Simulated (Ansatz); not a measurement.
The parent structure is TiC in the rock salt structure (space group Fm-3m, No. 225; a = 4.328 Å).

Calculations: Ansatz (an electronic-structure program), r2SCAN, PAW, cutoff 500 eV, no spin-orbit coupling.

One change was made to it. Results:

```csv
quantity,base,after
lattice parameter a,432.8 pm,431.8 pm
band gap,zero,zero
```

What was done to the base?
(A) pressure 4.2 GPa
(B) pressure 1.8 GPa
(C) pressure −1 GPa
(D) pressure 45 GPa
(E) pressure 30 GPa

B, pressure 1.8 GPa. For comparison, the lattice parameter a in the other runs: pressure −1 GPa gives 433.3 pm; pressure 45 GPa gives 414.1 pm; pressure 30 GPa gives 419.3 pm; pressure 4.2 GPa gives 430.6 pm.

Load acts through the strain it causes; cell and atoms are relaxed under it. No phonon test of stability was made. No other phases were tried under pressure. All final runs are without spin polarisation.
